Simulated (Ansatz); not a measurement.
The reference is SiC in the wurtzite structure (space group P6_3mc, No. 186; a = 3.076 Å, c = 5.048 Å).

The values are results of PBEsol (Ansatz, an electronic-structure program, PAW, no spin-orbit coupling), not measurements.

For the base:

```
Quantity                            Value
-----------------------------  ----------
Band gap                          2.12 eV
Smallest direct gap               3.86 eV
Density                        3.22 g/cm³
Shortest interatomic distance     1.883 Å
```

It is then changed as follows: a negative pressure, −2 GPa.

Question: What happens to the band gap?

Answer: The band gap grows by 0.02 eV to 2.14 eV.

Question: What happens to the smallest direct gap?

Answer: The smallest direct gap decreases by 0.02 eV (3.86 eV → 3.84 eV).

Question: Predict the new density.

Answer: The density drops by 0.03 g/cm³, from 3.22 g/cm³ to 3.19 g/cm³.

Question: What does the calculation give for the shortest interatomic distance after the change?

Answer: The shortest interatomic distance rises by 0.006 Å (1.883 Å → 1.889 Å).

Load acts through the strain it causes; cell and atoms are relaxed under it. No phonon test of stability was made.
